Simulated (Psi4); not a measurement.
Psi4 1.11, BP86/def2-svp: In(Br)(Me)(OH) ([CH3][In]([OH])[Br]), 8 atoms. The geometry is a generated start, not checked to be a minimum at this level.

- task: energy
- method: bp86
- basis: def2-svp
- memory: 3 GB
- maxiter: 100
- keys of the molecule block: symmetry c1
- scf_type: df (default)
- e_convergence: 1e-06 (default)
- d_convergence: 1e-06 (default)
- dft_radial_points: 75 (default)
- dft_spherical_points: 302 (default)
- effective core potentials: those of the basis set, past Kr
- basis functions: 106
- grid points: 173123

```xyz
8

In     0.3354     0.2958    -0.5356
Br     2.4772     0.4313    -1.8129
C     -0.1921    -0.8988     1.2537
H     -0.6977    -1.7988     0.9171
H     -0.8632    -0.2914     1.8556
H      0.7173    -1.1454     1.7948
O     -1.0090     1.4606    -1.3409
H     -0.7679     1.9467    -2.1318
```

With the defaults (diis = true, scf_initial_accelerator = adiis, damping_percentage = 0, guess = auto, which took SAD, diis_max_vecs = 10, level_shift = 0, level_shift_cutoff = 0.01, soscf = false, soscf_start_convergence = 0.01) it converges in 11 SCF iterations. One run each on 2 threads, with these changes:
- level_shift = 0.1, level_shift_cutoff = 0.001
- soscf = true, soscf_start_convergence = 0.1
- scf_initial_accelerator = none
- diis_max_vecs = 6
- guess = sapgau
- guess = huckel
- damping_percentage = 20
- guess = core
- diis = false, scf_initial_accelerator = none, damping_percentage = 60

Name the settings that don't reach the solution of the defaults.

No convergence: diis = false, scf_initial_accelerator = none, damping_percentage = 60 (the run ends without SCF convergence in 100 iterations). The rest reach the solution of the defaults.

```
setting                                                                SCF iterations  JK calls             end
---------------------------------------------------------------------  --------------  --------  --------------
level_shift = 0.1, level_shift_cutoff = 0.001                                      10        11   same solution
the defaults                                                                       11        12   same solution
scf_initial_accelerator = none                                                     11        12   same solution
diis_max_vecs = 6                                                                  11        12   same solution
guess = huckel                                                                     12        43   same solution
guess = sapgau                                                                     16        16   same solution
guess = core                                                                       16        16   same solution
soscf = true, soscf_start_convergence = 0.1                                        16        67   same solution
damping_percentage = 20                                                            19        20   same solution
diis = false, scf_initial_accelerator = none, damping_percentage = 60             100       101  no convergence
```

An SOSCF iteration holds several JK calls; a Hückel guess adds calls on atoms.
